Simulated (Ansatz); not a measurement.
Hf2InC (P6₃/mmc, No. 194, 8 atoms in the cell; start mp-22156), treated with LDA in Ansatz (plane waves, PAW).

Excerpt of the program's output:

```
Relaxation: its limit of steps is 80 (relax.max_steps)
Crystal: 8 atoms, lattice volume = 136.839 Å³
Basis set: ecut = 520 eV, 3607 PW (Γ), exchange–correlation on 50×50×240 points (8 copies of the dense FFT grid, shifted against one another)
Bands: 83, of which v1, the nominal top of the filled ones, is band 69 counted from 1 (68 counted from 0)
Symmetry: 24 space group operations
Space group: P63/mmc (ITA 194), of the structure as read, at distance tolerance 5.2e-5 Å
k-points: 111 of 1296
Functional: x = slater, c = lda
SCF iter   1: F=—  HF=-73314.054068 eV  |F-HF|=—  |Δ(HF+E_count)|=         —  Δρ=6.96e-3  dr2=4.30e-2
SCF iter   2: F=—  HF=-73314.044049 eV  |F-HF|=—  |Δ(HF+E_count)|=   1.00e-2  Δρ=3.54e-3  dr2=1.23e-2
  ...
SCF 1 converged in 8 iterations: F = -73314.040548 eV  dr2 = 9.71e-8
Crystal: 8 atoms, lattice volume = 136.839 Å³
Basis set: ecut = 520 eV, 3619 PW (Γ), exchange–correlation on 50×50×240 points (8 copies of the dense FFT grid, shifted against one another)
Initial density: handed on by an earlier stage of this run
  ...
SCF 3 converged in 11 iterations: F = -73314.043955 eV  dr2 = 4.66e-12
Crystal: 8 atoms, lattice volume = 136.839 Å³
SCF 4 converged in 5 iterations: F = -73314.044038 eV  dr2 = 1.57e-8
Crystal: 8 atoms, lattice volume = 136.839 Å³
SCF 5 converged in 5 iterations: F = -73314.044063 eV  dr2 = 5.30e-9
Crystal: 8 atoms, lattice volume = 136.839 Å³
SCF iter   5: F=—  HF=-73314.044062 eV  |F-HF|=—  |Δ(HF+E_count)|=  1.46e-11  Δρ=1.10e-7  dr2=3.99e-11
SCF iter   6: F=-73314.044062 eV  HF=-73314.044062 eV  |F-HF|=0.00e0  |Δ(HF+E_count)|=  2.91e-11  Δρ=3.11e-8  dr2=9.50e-13
SCF 6 converged in 6 iterations: F = -73314.044062 eV  dr2 = 9.50e-13
SCF converged after 6 iterations
Free energy (F): -73314.044062 eV
Internal energy: -73314.029925 eV  (E = F + TS)
E sigma→0 (E₀):  -73314.036994 eV
Fermi energy:    17.518668 eV
--- Forces (eV/Å), atoms counted from 1 ---
  atom   1  Hf     0.00000000     0.00000000    -0.00004036
  atom   2  Hf    -0.00000000    -0.00000000     0.00004036
  atom   3  Hf    -0.00000000    -0.00000000    -0.00004036
  atom   4  Hf     0.00000000     0.00000000     0.00004036
  atom   5  In     0.00000000     0.00000000     0.00000000
  atom   6  In     0.00000000    -0.00000000    -0.00000000
  atom   7  C      0.00000000     0.00000000    -0.00000000
  atom   8  C     -0.00000000     0.00000000     0.00000000
--- Stress (GPa, compression-positive) ---
       -2.807642       0.000000       0.000000
       -0.000000      -2.807642      -0.000000
        0.000000      -0.000000      -2.807464
  P = ⅓ Tr σ = -2.8076 GPa (-28.076 kbar)
```

Task: Write an input file that could have produced this run (the log leaves some choices open).

Result: This is not unique; one that fits is 
Ansatz 0.2 input:
```yaml
crystal:
  lattice:
    - [3.2842450987, 0.0, 0.0]
    - [-1.6421225494, 2.8442396877, 0.0]
    - [0.0, 0.0, 14.6490562844]
  atoms:
    - { symbol: Hf, position: [0.6666666667, 0.3333333333, 0.5827156327] }
    - { symbol: Hf, position: [0.3333333333, 0.6666666667, 0.4172843673] }
    - { symbol: Hf, position: [0.3333333333, 0.6666666667, 0.0827156327] }
    - { symbol: Hf, position: [0.6666666667, 0.3333333333, 0.9172843673] }
    - { symbol: In, position: [0.6666666667, 0.3333333333, 0.25] }
    - { symbol: In, position: [0.3333333333, 0.6666666667, 0.75] }
    - { symbol: C, position: [0.0, 0.0, 0.5] }
    - { symbol: C, position: [0.0, 0.0, 0.0] }
basis:
  ecutwfc: 520
  ecutrho_ratio: 4
  xc_grid: 2
kpoints:
  mp_grid: { grid: [18, 18, 4] }
hamiltonian:
  xc: lda
  dispersion: none
  pseudopotentials: { kind: paw }
scf:
  occupations: { method: fermi_dirac, width: 0.05 }
output:
  forces: true
  stress: true
  eigenvalues: true
relax:
  f_tol: 0.004
  escape_saddle: false
  max_steps: 80
  cell: { stress_tol: 0.02, fix: [volume] }
```

The cell is one volume of an energy–volume scan, off the minimum.

The PAW data were made under PBE.

Note: the relaxation could not lower the start's symmetry, so the cell can be a saddle point above a distorted one.

Cost on a shared machine: around 8 core-minutes (rough).

A start named mp-… is a Materials Project structure, which need not be a measured phase.

Ansatz is a quantum-chemistry and plane-wave program.
